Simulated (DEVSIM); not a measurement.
Device: abrupt Si n-p junction, at 300 K.

Layer 1 from the left is Si, thickness (μm) 0.480, Nd (cm⁻³) 1.4e15, τn (s) 0.00011, τp (s) 0.00011. Layer 2 from the left is Si, thickness (μm) 1.80, Na (cm⁻³) 3.3e17, τn (s) 1.1e-5, τp (s) 0.00011.

Left contact: ohmic. Right contact: ohmic. Voltage is applied to the left contact. Recombination: SRH at mid-gap, radiative. Gap narrowing is on: ΔEg = 6.92 meV × (l + √(l² + 0.5)), l = ln(N/1.3e17 cm⁻³), shared equally by both band edges. Mobility is μmin + (μ − μmin)/(1 + (N/Nref)^α).

This is a model device: material constants are rounded textbook-type values typed into the input, and sizes, dopings and lifetimes were drawn at random. Values at 300 K.

Si: gap (eV) 1.124, affinity (eV) 4.05, permittivity 11.7, Nc (cm⁻³) 2.86e19, Nv (cm⁻³) 3.1e19, μn (cm²/Vs) 1417, μp (cm²/Vs) 470, μn,min 52, μp,min 45, Nref,n 9.7e16, Nref,p 2.2e17, αn 0.68, αp 0.72, B (cm³/s) 4.7e-15.

Model (solved in DEVSIM): 1D drift-diffusion, Boltzmann statistics, complete ionisation; no tunnelling, impact ionisation, image-force lowering or self-heating.

**Question.** What does the simulation give for the potential step across the device at zero bias, the dark forward voltage at 100 A/cm², the dark forward voltage at 1 A/cm²?

**Answer.** potential step across the device at zero bias 0.743 V; dark forward voltage at 100 A/cm² 0.628 V; dark forward voltage at 1 A/cm² 0.471 V.
